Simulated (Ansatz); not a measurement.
Base system: Li in the bcc (W type) structure (space group Im-3m, No. 229; a = 3.4343 Å; relaxed with 0.1 eV smearing). Axes: x, y, z lie along the cube axes.

Level of theory: Kohn–Sham DFT with the PBEsol functional, run in Ansatz (a first-principles code) with PAW and 420 eV plane waves, no SOC.

Base values:

The shortest interatomic distance is 2.974 Å.

Modification: tensor shear ε_xy = +0.86 % (engineering shear γ = 0.0172), atoms relaxed at fixed cell.

Question: Predict the new stress, shortest interatomic distance and energy relative to the base.

Answer: The stress (xx, yy, zz, yz, xz, xy; compression positive) is (0.0, 0.0, 0.0, 0.0, 0.0, -0.2) GPa; the shortest interatomic distance falls by 0.017 Å (2.974 Å → 2.957 Å); the energy is nearly the same.

The cells carry an imposed strain or load. Whether these cells are dynamically stable was not tested.
